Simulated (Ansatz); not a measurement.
Input and output of a relaxation of cell and atoms for Au (Fm-3m, 1 atom in the cell) (Ansatz, a quantum-chemistry and plane-wave program).

Method of the run: PBEsol, PAW files made with PBE (plane waves; Ansatz).

The change in words: atoms on their sites; basis.ecutwfc: 420 eV → 250 eV; relax: default → cell and atoms. Reference geometry:
```xyz
1
Lattice="0.0000 2.0339 2.0339 2.0339 0.0000 2.0339 2.0339 2.0339 0.0000" Properties=species:S:1:pos:R:3 pbc="T T T"
Au     0.0000     0.0000     0.0000
```

Reference input (self-consistent single point, DFT, PBEsol, plane waves, PAW files made with PBE): basis.ecutwfc = 420 eV; kpoints.mp_grid.grid = 14 14 14; hamiltonian.xc = pbesol; hamiltonian.pseudopotentials = {kind: paw} (the program's default PAW files); scf.occupations.method = fermi_dirac; scf.occupations.width = 0.1 eV. This run's input differs from it in these lines:

Ansatz 0.2 input:
```diff
@@ -8,3 +8,3 @@
 basis:
-  ecutwfc: 420.0
+  ecutwfc: 250.0
 kpoints:
@@ -21,2 +21,4 @@
     width: 0.1
+relax:
+  cell: {}
 output:
```

Output, abridged:

```
   [... SCF lines of the steps left out ...]
relax step   1: F+E_penalty+E_count = -13007.80267632 eV  Δ(F+E_penalty+E_count) = +0.000e0 eV  max|allowed force component| = 0.000e0 eV/Å  Δτ_max = 0.0000 Å  P = +4.014 GPa  Ω = 16.827 Å³  (6 SCF iters, dr2 threshold 1.00e-7 eV, accepted)
relax step   2: F+E_penalty+E_count = -13007.19246147 eV  Δ(F+E_penalty+E_count) = +6.102e-1 eV  max|allowed force component| = 0.000e0 eV/Å  Δτ_max = 0.0000 Å  P = -37.089 GPa  Ω = 17.908 Å³  energy of the carried Pulay correction = -4.980e-1 eV  [...]
   [... lines left out ...]
relax step  19: F+E_penalty+E_count = -13007.82684352 eV  Δ(F+E_penalty+E_count) = +1.809e-3 eV  max|allowed force component| = 0.000e0 eV/Å  Δτ_max = 0.0000 Å  P = -0.011 GPa  Ω = 17.150 Å³  energy of the carried Pulay correction = +2.848e-3 eV  (3 [...]
relax step  20: F+E_penalty+E_count = -13007.82364995 eV  Δ(F+E_penalty+E_count) = +3.194e-3 eV  max|allowed force component| = 0.000e0 eV/Å  Δτ_max = 0.0000 Å  P = -0.041 GPa  Ω = 17.150 Å³  stress off target by 4.14e-2 GPa  SCF on the basis [...]
basis re-selected at this cell: Δ(F+E_penalty+E_count) = +3.194e-3 eV, ΔP = -0.030 GPa vs the last step
Stability not checked: this state was not tested for a lower state beside it, because too few of the mixer's solves of this state at the end of the SCF gave a …
Free energy (F): -13007.823650 eV
Internal energy: -13007.813011 eV  (E = F + TS)
E sigma→0 (E₀):  -13007.818331 eV
Entropy (-TS):   -0.010639 eV (-10.639 meV/atom)
Fermi energy:    20.145168 eV
--- Forces (eV/Å), atoms counted from 1 ---
  atom   1  Au     0.00000000     0.00000000    -0.00000000
   [... lines left out ...]
to start a new deck from the relaxed geometry:
  cell:  # Å, volume = 17.1496 Å³
    - [4.6742071699927937e-33, 2.0467969736451272, 2.0467969736451272]
    - [2.0467969736451272, 1.5479581523869541e-32, 2.0467969736451272]
    - [2.0467969736451272, 2.0467969736451272, 1.2160423817257378e-32]
  atoms:
    - { symbol: Au, position: [0.0, 0.0, 0.0] }
```

The run converged. 

Summary of the result:
```
Quantity                                                                           Value
-----------------------------------------------  ---------------------------------------
Free energy E − TS (on the zero of these files)                           -13007.8236 eV
Fermi level (on the code's own zero)                                            20.15 eV
Pressure                                                                       -0.04 GPa
Final cell                                       a = b = c = 2.895 Å, α = β = γ = 60.00°
Final volume per atom                                                           17.15 Å³
Relaxation steps                                                                      20
```

The starting cell has typed, rounded lattice constants, without a prior relaxation at this level. Its lattice was rescaled by up to half a per cent. The relaxation keeps the symmetry of its start, so its end need not be a minimum. Ansatz's pressure includes its estimate of the finite-basis (Pulay) stress. Without the estimate this run gives -73.14 GPa. The cutoff lies below the one recommended for these files.
